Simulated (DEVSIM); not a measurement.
System: Si n-i-p diode, at 300 K.

Layer 1 from the left is Si, thickness (μm) 0.400, Nd (cm⁻³) 1.2e19, τn (s) 3e-6, τp (s) 3e-6. Layer 2 from the left is Si, thickness (μm) 3.60, Na (cm⁻³) 4.5e11, τn (s) 3e-6, τp (s) 3e-6. Layer 3 from the left is Si, thickness (μm) 0.420, Na (cm⁻³) 7.5e18, τn (s) 3e-6, τp (s) 3e-6.

Left contact: ohmic. Right contact: ohmic. Voltage is applied to the left contact. Recombination: SRH at mid-gap, Auger. Mobility is constant in doping.

Constants are typed, rounded textbook-type inputs, not results; the design itself was drawn at random and stands for no fabricated device. Values at 300 K.

Si: gap (eV) 1.124, affinity (eV) 4.05, permittivity 11.7, Nc (cm⁻³) 2.86e19, Nv (cm⁻³) 3.1e19, μn (cm²/Vs) 1417, μp (cm²/Vs) 470, Cn (cm⁶/s) 2.8e-31, Cp (cm⁶/s) 9.9e-32.

Model (solved in DEVSIM): 1D drift-diffusion, Boltzmann statistics, complete ionisation; no tunnelling, impact ionisation, image-force lowering or self-heating.

Q: What does the simulation give for the potential step across the device at zero bias, the dark forward voltage at 100 A/cm², the dark forward voltage at 1 A/cm²?

A: potential step across the device at zero bias 1.065 V; dark forward voltage at 100 A/cm² 0.810 V; dark forward voltage at 1 A/cm² 0.688 V.
